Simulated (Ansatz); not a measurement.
```yaml
crystal:
  lattice:
    - [-1.61149, 1.61149, 1.56455]
    - [1.61149, -1.61149, 1.56455]
    - [1.61149, 1.61149, -1.56455]
  atoms:
    - { symbol: Mo, position: [0.00000, 0.00000, 0.00000] }
```

Calculation: PBEsol with spin-orbit coupling, rigid bands (plane waves, PAW; Ansatz, a quantum-chemistry and plane-wave program). Condition of this run: biaxial strain xx = yy = +3 %, z clamped with spin-orbit coupling. How the cell was made: cell and atoms relaxed with PBEsol, then loaded as said.

For narrow interconnects the product ρ₀λ of bulk resistivity and mean free path ranks metals, the lower the better. What is it here?

6.6 (x), 6.6 (y), 6.4 (z) ×10⁻¹⁶ Ω·m².

And the Drude plasma energy and the root-mean-square Fermi velocity at 300 K?

8.1 eV; 8.2e5 m/s.

A metal at this level (no band gap); rigid bands, thermally averaged at 300 K, both spins. τ is one relaxation time for all states; the product of resistivity and mean free path takes one path for all states instead.
